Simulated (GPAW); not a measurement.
## Refining one setting for Hf2N2O (Pnma, 20 atoms in the cell)

```
CELL_PARAMETERS angstrom
      8.48221     0.00000     0.00000
      0.00000     3.09556     0.00000
      0.00000     0.00000     8.41954
ATOMIC_POSITIONS crystal
  Hf 0.00391 0.25000 0.17867
  Hf 0.99609 0.75000 0.82133
  Hf 0.49609 0.75000 0.67867
  Hf 0.50391 0.25000 0.32133
  Hf 0.18151 0.25000 0.50144
  Hf 0.81849 0.75000 0.49856
  Hf 0.31849 0.75000 0.00144
  Hf 0.68151 0.25000 0.99856
  N  0.04724 0.75000 0.36652
  N  0.95276 0.25000 0.63348
  N  0.45276 0.25000 0.86652
  N  0.54724 0.75000 0.13348
  N  0.12479 0.25000 0.94496
  N  0.87521 0.75000 0.05504
  N  0.37521 0.75000 0.44496
  N  0.62479 0.25000 0.55504
  O  0.22523 0.75000 0.69004
  O  0.77477 0.25000 0.30996
  O  0.27477 0.25000 0.19004
  O  0.72523 0.75000 0.80996
```

Level of theory: PBEsol, GPAW PAW datasets PBEsol (made by gpaw-setup) (plane waves; GPAW 25.7.0).

The starting cell comes from a database of computed structures (which also holds hypothetical and non-ambient phases and stackings), without a prior relaxation at this level. Without a gap this mesh is coarse (it stands for a supercell whose shortest vector is 15 Å).

Held fixed: mode = pw; xc = PBEsol; kpts = 2 5 2; mesh shift (steps) = 0 0 0; occupations.name = fermi-dirac; occupations.width = 0.1 eV; convergence.density = 1e-05 e/electron; convergence.energy = 1e-05 eV/electron; symmetry.symmorphic = false; symmetry.tolerance = 0.0005; maxiter = 120. Moved along with it: nbands, convergence.bands.

ΔF is the free energy per atom less that of the last row (1035 eV).

| ecut | ΔF (meV/atom) | pressure (GPa) | largest force (eV/Å) | plane waves | bands |
|---|---|---|---|---|---|
| 360 eV | 1805.3 | -74.40 | 0.269 | 3468 | 104 |
| 450 eV | 618.4 | -37.05 | 0.127 | 4828 | 104 |
| 540 eV | 195.6 | -18.14 | 0.110 | 6324 | 104 |
| 630 eV | 57.4 | -9.87 | 0.100 | 7965 | 104 |
| 720 eV | 15.3 | -6.63 | 0.099 | 9734 | 104 |
| 810 eV | 3.7 | -5.47 | 0.098 | 11594 | 104 |
| 900 eV | 0.89 | – | 0.098 | 13618 | 84 |
| 1035 eV | 0.00 | -5.05 | 0.098 | 16756 | 104 |

Energy within 2 meV/atom of the last row: from ecut = 900 eV on; the one before it is off by 3.7 meV/atom. Only the last setting checks this, so the series should go further.

Largest force within 0.02 eV/Å of the last row: from ecut = 540 eV on; the one before it is off by 0.029 eV/Å. The value it settles on is 0.098 eV/Å at this level of theory and with the other settings as held.
